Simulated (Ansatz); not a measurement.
## Response to strain in Ir

Start from Ir in the fcc (Cu type) structure (space group Fm-3m, No. 225; relaxed with 0.1 eV smearing).

```yaml
crystal:
  lattice:
    - [0.00000, 1.92250, 1.92250]
    - [1.92250, 0.00000, 1.92250]
    - [1.92250, 1.92250, 0.00000]
  atoms:
    - { symbol: Ir, position: [0.00000, 0.00000, 0.00000] }
```

Cartesian axes are those of the cell as printed.

Strains are applied to the cell and any free atomic positions relax.

Method: Ansatz (a program for electronic structure) r2SCAN, no spin-orbit coupling.

Notes on the quantities. energy relative to the base: free energy F; pressure: mean of the normal stresses, compression positive.

```
change                          energy relative to the base   pressure  volume per atom
------------------------------  ---------------------------  ---------  ---------------
base                                             0 meV/atom    0.0 GPa         14.21 Å³
uniaxial strain ε_zz = +0.50 %                +0.7 meV/atom   -1.8 GPa         14.28 Å³
uniaxial strain ε_zz = +1.00 %                +2.7 meV/atom   -3.6 GPa         14.35 Å³
uniaxial strain ε_zz = +1.50 %                +6.1 meV/atom          ?         14.42 Å³
uniaxial strain ε_zz = +2.00 %                 +11 meV/atom   -7.0 GPa         14.50 Å³
uniaxial strain ε_zz = +2.50 %                 +17 meV/atom          ?         14.57 Å³
uniaxial strain ε_zz = +3.00 %                            ?  -10.1 GPa         14.64 Å³
```

Some entries are withheld; estimate them.


- uniaxial strain ε_zz = +1.50 %, pressure: -5.3 GPa
- uniaxial strain ε_zz = +2.50 %, pressure: -8.6 GPa
- uniaxial strain ε_zz = +3.00 %, energy relative to the base: +24 meV/atom

Stability against distortions was not tested. The final runs are not spin-polarised.
